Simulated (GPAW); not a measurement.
# Several settings converged on Te (C2, 3 atoms in the cell)

```yaml
crystal:
  lattice:
    - [2.21885, -3.84316, 0.00000]
    - [2.21885, 3.84316, 0.00000]
    - [0.00000, 0.00000, 5.90035]
  atoms:
    - { symbol: Te, position: [0.00000, 0.26300, 0.66667] }
    - { symbol: Te, position: [0.74827, 0.74827, 0.00000] }
    - { symbol: Te, position: [0.26300, 0.00000, 0.33333] }
```

Base method: LDA (Perdew-Wang 92), LCAO dzp, GPAW PAW datasets LDA (gpaw-data 1.0.1) (GPAW).

Base settings: mode = lcao; h = 0.18 Å; basis = dzp; xc = LDA; kpts = 3 3 2; mesh shift (steps) = 0 0 0; occupations.name = fermi-dirac; occupations.width = 0.02 eV; convergence.forces = 0.001 eV/Å; symmetry.symmorphic = false.

**Shifted k-point meshes**

In this ladder: kpts_shift = 0.5 0.5 0.5.

Only quantities that move along the ladder and can be compared are tabulated.

| kpts | free energy less the last step's (meV/atom) | largest difference of a force vector from the last step's (eV/Å) |
|---|---|---|
| 2 2 1 | 228.05 | 0.985 |
| 3 3 2 | 17.50 | 0.168 |
| 4 4 3 | 0.60 | 0.100 |
| 6 6 4 | 0.60 | 0.002 |
| 9 9 6 | 0.00 | 0.000 |

Coarsest kpts that holds the free energy within 2 meV/atom of the last step, with all finer ones: 4 4 3; the step before is off by 17 meV/atom.

Coarsest kpts that holds the forces within 0.005 eV/Å of the last step, with all finer ones: 6 6 4; the step before is off by 0.100 eV/Å.

**The width of Gaussian smearing**

In this ladder: kpts = 5 5 4; occupations.name = methfessel-paxton; occupations.order = 0.

Only quantities that move along the ladder and can be compared are tabulated.

| occupations.width | free energy less the last step's (meV/atom) | largest difference of a force vector from the last step's (eV/Å) |
|---|---|---|
| 1 eV | -64.31 | 0.228 |
| 0.3 eV | -0.52 | 0.007 |
| 0.1 eV | 0.00 | 0.000 |
| 0.02 eV | 0.00 | 0.000 |
| 0.01 eV | 0.00 | 0.000 |

Widest occupations.width that holds the forces within 0.01 eV/Å of the last step, with all finer ones: 0.3 eV; the step before is off by 0.23 eV/Å.

Widest occupations.width that holds the free energy within 2 meV/atom of the last step, with all finer ones: 0.3 eV; the step before is off by 64 meV/atom.

**The SCF threshold**

In this ladder: convergence.forces = default. Moved along: convergence.density, convergence.eigenstates.

The mesh stays at the base's, so the ladder's end is converged at best in this setting alone.

Only quantities that move along the ladder and can be compared are tabulated; the gap is left out on so coarse a mesh.

| convergence.energy | largest difference of a force vector from the last step's (eV/Å) |
|---|---|
| 0.006 eV/electron | 0.209 |
| 6e-05 eV/electron | 0.025 |
| 6e-07 eV/electron | 0.006 |
| 6e-09 eV/electron | 0.000 |
| 6e-14 eV/electron | 0.000 |

Coarsest convergence.energy that holds the forces within 0.02 eV/Å of the last step, with all finer ones: 6e-07 eV/electron; the step before is off by 0.025 eV/Å.

On the base run: the starting cell has typed, rounded lattice constants, without a prior relaxation at this level. Its lattice was rescaled by up to half a per cent. One atom was moved a little off its site on purpose. Values carry the incompleteness of an atom-centred basis.
